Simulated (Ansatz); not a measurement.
## One-dimensional Br body, 1 atoms a period

These are PBE (plane waves to 420 eV, PAW; Ansatz, a program for electronic structure) values and carry that method's errors. Mesh 1×1×142. No spin polarisation. Isolated but for its images some 11 Å away. A hypothetical model. Symmetry and one short period hold its shape; lower forms weren't sought. Pairing along the axis, which can open a gap, is among the distortions not tried. Values not marked SOC lack spin–orbit coupling. Buckling under compression is shut out by symmetry and the short period.

period along the axis (1 atoms): 2.566 Å
PBE gap: none (under 0.01 eV)
crossings of the Fermi level between Γ and the zone edge (49 points): 3, each for both spins (ideal conductance 3 × 2e²/h)
work function (PBE): 6.81 eV
axial stiffness dF/dε: 28 nN

```yaml
crystal:
  lattice:
    - [11.00000, 0.00000, 0.00000]
    - [0.00000, 11.00000, 0.00000]
    - [0.00000, 0.00000, 2.56571]
  atoms:
    - { symbol: Br, position: [0.50000, 0.50000, 0.00000] }
```
